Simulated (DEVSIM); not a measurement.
System: illuminated Si p-on-n cell, one wavelength, with a back-surface field, at 250 K.

Layer 1 from the left is Si, thickness (μm) 0.890, Na (cm⁻³) 2.6e18, τn (s) 4.3e-7, τp (s) 1.3e-6, absorption coefficient (cm⁻¹) 2600. Layer 2 from the left is Si, thickness (μm) 240, Nd (cm⁻³) 1.9e17, τn (s) 1.6e-5, τp (s) 1.6e-5, absorption coefficient (cm⁻¹) 2600. Layer 3 from the left is Si, thickness (μm) 1.20, Nd (cm⁻³) 7e18, τn (s) 1.6e-5, τp (s) 1.6e-5, absorption coefficient (cm⁻¹) 2600.

Left contact: ohmic, minority electron recombination velocity 4e5 cm/s. Right contact: ohmic, minority hole recombination velocity 2000 cm/s. Voltage is applied to the left contact. Recombination: SRH at mid-gap, radiative, Auger. Gap narrowing is on: ΔEg = 6.92 meV × (l + √(l² + 0.5)), l = ln(N/1.3e17 cm⁻³), shared equally by both band edges. Light enters at the left, 1.3e17 photons cm⁻² s⁻¹, one pass, no reflection. Mobility is constant in doping.

The device is made up for the run: typed textbook-type constants, with dimensions and the other settings drawn at random. Values at 300 K; Nc and Nv go as T^1.5, mobilities as T to minus their exponent, the gap by Varshni's rule with the affinity fixed.

Si: gap (eV) 1.124, affinity (eV) 4.05, permittivity 11.7, Nc (cm⁻³) 2.86e19, Nv (cm⁻³) 3.1e19, μn (cm²/Vs) 1417, μp (cm²/Vs) 470, T exponent of μn 2.3, T exponent of μp 2.2, B (cm³/s) 4.7e-15, Cn (cm⁶/s) 2.8e-31, Cp (cm⁶/s) 9.9e-32, Varshni α (eV/K) 0.000473, Varshni β (K) 636.

Model (solved in DEVSIM): 1D drift-diffusion, Boltzmann statistics, complete ionisation; no tunnelling, impact ionisation, image-force lowering or self-heating.

Question: What does the simulation give for the potential step across the device at zero bias, the short-circuit current, the fill factor, the open-circuit voltage?

Answer: potential step across the device at zero bias 1.015 V; short-circuit current 19.5 mA/cm²; fill factor 0.86; open-circuit voltage 0.669 V.
